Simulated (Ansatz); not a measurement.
The starting structures come from a database of crystals and need not be the phases stable at ambient conditions.

Inside the gap of an insulator the Bloch states are evanescent, with a wavenumber k + iκ along the transport direction.

Given:

```yaml
crystal:
  lattice:
    - [4.88061, 0.00000, 0.00000]
    - [0.00000, 9.38516, 0.00000]
    - [2.44031, 0.00000, 4.22673]
  atoms:
    - { symbol: Ba, position: [0.00000, 0.50000, 0.00000] }
    - { symbol: Ba, position: [0.00000, 0.00000, 0.00000] }
    - { symbol: Al, position: [0.66667, 0.25000, 0.66667] }
    - { symbol: Al, position: [0.33333, 0.75000, 0.33333] }
    - { symbol: B, position: [0.33333, 0.25000, 0.33333] }
    - { symbol: B, position: [0.66667, 0.75000, 0.66667] }
    - { symbol: O, position: [0.94500, 0.75000, 0.38301] }
    - { symbol: O, position: [0.38301, 0.75000, 0.67199] }
    - { symbol: O, position: [0.67199, 0.75000, 0.94500] }
    - { symbol: O, position: [0.61699, 0.25000, 0.05500] }
    - { symbol: O, position: [0.32801, 0.25000, 0.61699] }
    - { symbol: O, position: [0.05500, 0.25000, 0.32801] }
    - { symbol: F, position: [0.66667, 0.44601, 0.66667] }
    - { symbol: F, position: [0.66667, 0.05399, 0.66667] }
    - { symbol: F, position: [0.33333, 0.94601, 0.33333] }
    - { symbol: F, position: [0.33333, 0.55399, 0.33333] }
```

Space group of this cell: P-62c. The cell is taken as given.

Transport runs along the normal of the first two printed cell vectors, the (100) plane of the conventional cell.

The gap is the functional's own, uncorrected, and κ follows it; spin-orbit coupling is left out. Mid-gap values are interpolated between the computed energies.

Problem. Give the band gap and the smallest decay constant κ at mid-gap that PBEsol (Ansatz, an electronic-structure program) yields.

Solution. Gap 6.26 eV on a 8×4×8 mesh; κ = 0.447 1/Å, at the zone centre.
